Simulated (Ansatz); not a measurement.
The reference is Hf in the hcp (Mg type) structure (space group P6_3/mmc, No. 194; relaxed with 0.1 eV smearing).

```yaml
crystal:
  lattice:
    - [3.19829, 0.00000, 0.00000]
    - [-1.59915, 2.76980, 0.00000]
    - [0.00000, 0.00000, 5.04882]
  atoms:
    - { symbol: Hf, position: [0.66667, 0.33333, 0.75000] }
    - { symbol: Hf, position: [0.33333, 0.66667, 0.25000] }
```

Cartesian axes are those of the cell as printed.

The values are results of r2SCAN (Ansatz, a first-principles code), no spin-orbit coupling, not measurements.

Modification: the cell is compressed by 1.50 % along x with no lateral relaxation; the atoms relax in the strained cell.

Problem. Predict the stress tensor and what it implies for the stiffness.

Solution. Stress of the strained cell less that of the base (GPa, compression positive):
```
    3.0     0.0     0.0
    0.0     1.2     0.0
    0.0     0.0     1.0
```

Then −Δσ_ii/ε with ε = -0.0150 gives secant stiffness values (nonlinear terms included at this strain): C11 ≈ 197 GPa, C12 ≈ 78 GPa and C13 ≈ 66 GPa.

Whether these cells are dynamically stable was not tested. The final runs are not spin-polarised.
